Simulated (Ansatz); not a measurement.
# WO3 (Pbcm, No. 57, 16 atoms in the cell; start mp-2486616; a measured phase of this formula has another space group)

These are PBEsol+SOC in Ansatz (plane waves, PAW) values and carry that method's errors.

Run with plane-wave cutoff 520 eV, 10×6×6 k mesh (along the axes of the cell as run), Fermi–Dirac smearing 0.01 eV, PAW data made under PBE.

Cell (relaxed with PBEsol):

```cif
data_O12W4
_chemical_formula_sum 'W4 O12'
_space_group_name_H-M_alt 'P 1'
_space_group_IT_number 1
_cell_length_a 3.88624
_cell_length_b 7.65601
_cell_length_c 7.47629
_cell_angle_alpha 90.000
_cell_angle_beta 90.000
_cell_angle_gamma 90.000
loop_
_space_group_symop_operation_xyz
  'x, y, z'
loop_
_atom_site_label
_atom_site_type_symbol
_atom_site_fract_x
_atom_site_fract_y
_atom_site_fract_z
_atom_site_occupancy
W1 W 0.94369 0.97279 0.75000 1
W2 W 0.05631 0.02721 0.25000 1
W3 W 0.94369 0.52721 0.25000 1
W4 W 0.05631 0.47279 0.75000 1
O1 O 0.99390 0.75955 0.25000 1
O2 O 0.00610 0.24045 0.75000 1
O3 O 0.99390 0.74045 0.75000 1
O4 O 0.00610 0.25955 0.25000 1
O5 O 0.51089 0.01170 0.25000 1
O6 O 0.48911 0.98830 0.75000 1
O7 O 0.51089 0.48830 0.75000 1
O8 O 0.48911 0.51170 0.25000 1
O9 O 0.00000 0.00000 0.50000 1
O10 O 0.00000 0.00000 0.00000 1
O11 O 0.00000 0.50000 0.50000 1
O12 O 0.00000 0.50000 0.00000 1
```

```
Item                                           Value
-------------------------------------------  -------
band gap                                     1.10 eV
smallest direct gap on the k points sampled  1.10 eV
```

Note: cell and atoms aren't relaxed at this level (pressure -0.3 GPa).

Static lattice: no zero-point or thermal effects.

A start named mp-… is a Materials Project structure, which need not be a measured phase.

Ansatz is a quantum-chemistry and plane-wave program.
